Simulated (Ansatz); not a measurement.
**Point defect S interstitial in fcc Ag**

Level of theory: PBE, PAW (plane waves to 420 eV; Ansatz, an electronic-structure program). Set-up: 32-site cell; 6×6×6 shifted k-points; start: void with 6Ag nearest; energies good to tenths of an eV; the relaxation kept the symmetry of the starting site; relaxed from one start, so a lower configuration may exist.

Neighbours after relaxation, in Å: of the S atom: Ag 2.43, Ag 2.43, Ag 2.43, Ag 2.43, Ag 2.43, Ag 2.43.

Formation energies E_f are those of the neutral cell. Chemical conditions: host crystal and elements as references (Δμ(S) = 0.00 eV; S taken from its element, since no compound that bounds it was computed at this level; only phases computed here count, gases as isolated molecules at 0 K). Reference phases: S: S8 molecule in a box.

The name describes the start; the neighbours show where the added atom ended.

```
charge         moment (μB)  point group  largest move off a lattice site (Å)  E_f, host crystal and elements as references (eV)
------  ------------------  -----------  -----------------------------------  -------------------------------------------------
0       not spin-polarised           Oh                                 0.36                                               2.05
```

Point groups are those of the whole cell at tolerances of 0.03 and 0.1 Å ("near" where only the looser one holds); none is given for unsettled states.
